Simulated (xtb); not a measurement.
xtb 6.7.1, GFN2-xTB: Si(OEt)(NH2)3 (CCO[Si](N)(N)N), 18 atoms. The geometry is a generated start, not checked to be a minimum at this level.

```
Item                      Result
-----------------  -------------
run flags                 --grad
method                  GFN2-xTB
--acc                1 (default)
--etemp (K)        300 (default)
basis functions               45
valence electrons             44
```

```xyz
18

C      2.7750     0.5994     0.0940
C      1.5361    -0.2370    -0.1893
O      0.4095     0.3955     0.3527
Si    -1.1404    -0.0594     0.1125
N     -1.9207     0.8262     1.3773
N     -1.2735    -1.7850     0.2062
N     -1.8268     0.2974    -1.4445
H      3.6578     0.1062    -0.3046
H      2.6763     1.5796    -0.3651
H      2.8933     0.7316     1.1664
H      1.6394    -1.2350     0.2534
H      1.4083    -0.3663    -1.2719
H     -2.8980     1.0271     1.2558
H     -1.4415     1.6471     1.7081
H     -2.1677    -2.1871    -0.0183
H     -0.9288    -2.2041     1.0554
H     -1.6856    -0.3684    -2.1865
H     -1.7126     1.2323    -1.8015
```

One run each on 1 thread. Values of broydamp tried: 0.02, 0.05, 0.1, 0.2, 0.4 (default), 0.6, 0.8, 1.

Question: Predict the course of the SCC iterations along this series.

Answer: Fewest SCC iterations, within one of each other: 0.4 (default) with 11, 0.6 with 12, 0.8 with 12, 1 with 12. The count rises to 19 at 0.02. All converge to one solution.

```tsv
broydamp	SCC iterations	end
0.02	19	same solution
0.05	17	same solution
0.1	16	same solution
0.2	13	same solution
0.4 (default)	11	same solution
0.6	12	same solution
0.8	12	same solution
1	12	same solution
```
